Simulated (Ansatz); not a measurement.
An ideal cubic perovskite cell is held by its symmetry; such compounds can tilt or shift off centre at room temperature. The starting structures come from a database of crystals and need not be the phases stable at ambient conditions.

 Where the default PAW files enter, the runs use the earlier of Ansatz's two default sets.

# Evanescent states of CsSnBr₃ (Pm-3m, cubic perovskite, not sure to be the ambient phase, 5 atoms a cell, 39.8 Å³ an atom) along the normal of (111)

The numbers are results of PBEsol (plane waves, PAW; Ansatz, a first-principles code), not measurements.

The gap is the functional's own, uncorrected, and κ follows it; spin-orbit coupling is left out. Mid-gap values are interpolated between the computed energies.

Energies count from the valence-band top; κ is the least over a 6×6 mesh across the current.

```csv
E (eV),κ (1/Å),where
0.03,0.017,Γ
0.07,0.027,Γ
0.12,0.032,Γ
0.17,0.035,Γ
0.23,0.036,Γ
0.28,0.034,Γ
0.33,0.031,Γ
0.38,0.024,Γ
0.42,0.006,Γ
```

Problem. How thick must the barrier be to attenuate the transmission by 10^4 when the electrodes' Fermi level lies at 0.12 eV, and what attenuation does that film give at 0.33 eV?

Solution. d = 4 ln 10 / (2 × 0.032) = 143.9 Å. At 0.33 eV it gives 4 × 0.031/0.032 = 3.9 decades.
